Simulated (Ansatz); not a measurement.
Input and output of a zone-centre phonon calculation for CaC2 (R-3m, 3 atoms in the cell) (Ansatz, an electronic-structure program).

Level of theory: LDA (PW92), default PAW files made with PBE (plane waves; Ansatz).

```xyz
3
Lattice="1.9347 1.1170 3.9341 -1.9347 1.1170 3.9341 0.0000 -2.2340 3.9341" Properties=species:S:1:pos:R:3 pbc="T T T"
Ca     0.0000     0.0000     0.0000
C      0.0000     0.0000     6.5257
C      0.0000     0.0000     5.2767
```

Reference input (self-consistent single point, DFT, LDA (PW92), plane waves, default PAW files made with PBE): basis.ecutwfc = 420 eV; kpoints.mp_grid.grid = 8 8 8; hamiltonian.xc = lda; hamiltonian.pseudopotentials = {kind: paw} (the program's default PAW files); scf.occupations.method = fermi_dirac; scf.occupations.width = 0.05 eV. This run's input differs from it in these lines:

Ansatz 0.2 input:
```diff
@@ -18,7 +18,8 @@
 scf:
-  occupations: { method: fermi_dirac, width: 0.05 }
-output:
-  forces: true
-  eigenvalues: true
-  stress: true
+  occupations: { method: fixed }
+  convergence: { dr2_threshold: 1.0e-09 eV }
+phonons:
+  method: dfpt
+  dielectric: true
+  rigid_motions: translations
```

Output (repeated stretches shortened):

```
SCF iter   1: F=—  HF=-2258.148834 eV  |F-HF|=—  |Δ(HF+E_count)|=         —  Δρ=7.19e-3  dr2=2.85e-2  ethr=1.77e-3  ⟨swp⟩=4.1  Hψ=10427  notcnv=0  defer=124
all-band conjugate gradients solve this SCF's bands
preconditioner: auto → none
SCF iter   2: F=—  HF=-2258.138464 eV  |F-HF|=—  |Δ(HF+E_count)|=   1.04e-2  Δρ=2.74e-3  dr2=1.79e-3  ethr=1.59e-4  ⟨swp⟩=2.3  Hψ=4006  notcnv=0  defer=299
   [... lines left out ...]
SCF iter   5: F=—  HF=-2258.137732 eV  |F-HF|=—  |Δ(HF+E_count)|=   9.02e-6  Δρ=2.91e-5  dr2=3.36e-7  ethr=1.40e-7  ⟨swp⟩=2.0  Hψ=2623  notcnv=0  defer=33
SCF iter   6: F=—  HF=-2258.137732 eV  |F-HF|=—  |Δ(HF+E_count)|=   2.39e-7  Δρ=7.35e-6  dr2=3.11e-8  ethr=1.87e-9  ⟨swp⟩=2.9  Hψ=2947  notcnv=0  defer=19
SCF iter   7: F=—  HF=-2258.137732 eV  |F-HF|=—  |Δ(HF+E_count)|=   7.95e-9  Δρ=2.12e-6  dr2=2.86e-9  ethr=1.73e-10  ⟨swp⟩=2.0  Hψ=2543  notcnv=0  defer=19
SCF iter   8: F=-2258.137732 eV  HF=-2258.137732 eV  |F-HF|=3.18e-12  |Δ(HF+E_count)|=  7.40e-10  Δρ=1.96e-7  dr2=8.77e-12  ethr=5.56e-12  ⟨swp⟩=9.5  Hψ=13418  notcnv=0
SCF 1 converged in 8 iterations: F = -2258.137732 eV  dr2 = 8.77e-12
DFPT response loops at Γ: preconditioner auto → none (the input reference at scf.mixing.eps_inf says where Resta's filter doesn't serve); β = 0.50 …
Free energy (F): -2258.137732 eV
Internal energy: -2258.137732 eV  (E = F + TS)
E sigma→0 (E₀):  -2258.137732 eV
Fermi energy:    4.047442 eV
--- Phonons (Γ-DFPT): 4 representative perturbations + reference, on 150 of 512 k-points (Σ response iterations 18) ---
  k mesh reduced under 2 symmetry operations, with k and −k counted as one. Each operation leaves every solved perturbation unchanged …
  ASR residual: 1.516e-4 → 0.000e0 eV/Å²; symmetrization residual: 1.382e-7 eV/Å²
   [... lines left out ...]
  k-mesh period / interband length: 31.0 Å / 1.28 Å = 24.10 at k = (0.0000, -0.5000, -0.5000), direct gap 3.867 eV — 14 or more, which is no proof of convergence
   [... lines left out ...]
        234.74      2             0.0000
        242.68      1             8.2839
        399.05      1             8.2839
       1913.18      1             0.0000
  optical modes at Γ + LO–TO along q̂ = [0.0000, 0.0000, 1.0000]:
      ω (cm⁻¹)  modes    IR ((D/Å)²/amu)
        234.74      2             0.0000
        242.68      2            16.5678
        358.86      1             9.3394
       1913.18      1             0.0000
```

The run converged in 8 iterations. 

Summary of the result:
| Property | Value |
|---|---|
| Free energy E − TS (on the zero of these files) | -2258.1377 eV |
| Top of the valence band (on the code's own zero) | 4.05 eV |
| Gap on the k-point mesh | 2.54 eV |
| Zone-centre frequencies (cm⁻¹; negative means imaginary) | 0, 0, 0, 211, 235, 235, 243, 243, 1913 |
| ε∞ at this k-point mesh, which may be far from converged in small-gap cells (xx, yy, zz) | 3.45, 3.45, 4.63 |
| Born charges at this mesh (mean of the diagonal, e) | Ca 2.37, C -1.19, C -1.19 |

The starting cell comes from a database of computed structures (which also holds hypothetical and non-ambient phases and stackings), without a prior relaxation at this level. Its lattice was rescaled by up to half a per cent. The frequencies listed for the zone centre hold no LO-TO term.

Cost on one core of a shared machine: roughly 70 s.
